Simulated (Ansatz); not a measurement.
Base system: Pt in the fcc (Cu type) structure (space group Fm-3m, No. 225; relaxed with 0.1 eV smearing).

```xyz
1
Lattice="0.0000 1.9477 1.9477 1.9477 0.0000 1.9477 1.9477 1.9477 0.0000" Properties=species:S:1:pos:R:3 pbc="T T T"
Pt     0.0000     0.0000     0.0000
```

Cartesian axes are those of the cell as printed.

The values are results of LDA (Ansatz, a program for electronic structure; PAW; 420 eV plane waves; no SOC), not measurements.

Now apply this change: the cell is stretched by 1.50 % along z with no lateral relaxation; the atoms relax in the strained cell.

**Question.** What happens to the stress?

**Answer.** The stress (xx, yy, zz, yz, xz, xy; compression positive) amounts to (-3.8, -3.8, -5.5, 0.0, 0.0, 0.0) GPa.

**Question.** What does the calculation give for the energy relative to the base after the change?

**Answer.** The energy increases by 3.8 meV/atom.

Stability against distortions was not tested. The final runs are not spin-polarised.
